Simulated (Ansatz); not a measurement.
AlB2-type MgB2, relaxed in Ansatz (plane waves) with several semilocal functionals. Each gives its own volume and its own bulk modulus:

| level | V0 (Å³/atom) | bulk modulus B0 (GPa) | ln V0 | ln B0 |
|---|---|---|---|---|
| LDA | 9.190 | 155.1 | 2.2181 | 5.0441 |
| PBEsol | 9.476 | 146.8 | 2.2488 | 4.9891 |
| PBE | 9.621 | 143.3 | 2.2639 | 4.9649 |

Q: Fit a straight line to ln B0 against ln V0. What does it predict for r²SCAN, whose volume is 9.545 Å³/atom?

A: With x = ln V0 and y = ln B0: means 2.24360 and 4.99937; Σ(Δx Δy) = -0.001894, Σ(Δx²) = 0.001089, so the slope is -1.74. At x = 2.2560 the line gives y = 4.99937 + (-1.74) × (2.2560 − 2.24360) = 4.9778, or 145.2 GPa. The run with r²SCAN gives 148.9 GPa, +2.5 % from the line. The rows used scatter about it by up to 0.1 %, while the largest value lies 8 % above the smallest. For comparison, PBE's own equation of state has B′ = 3.7, the slope −d ln B/d ln V at a fixed functional; the two needn't agree, since functionals also differ at one volume.

Measured: 151 ± 5 GPa (measured, room temperature, not corrected to a static lattice, B' fixed at 4, our sources range from 147 to 151; as tabulated in Vogt et al. (2001), arXiv:cond-mat/0102480).

Ansatz's density-functional and Hartree–Fock values are scalar-relativistic unless marked +SOC, with PAW data made under PBE.

Ansatz is an electronic-structure program.
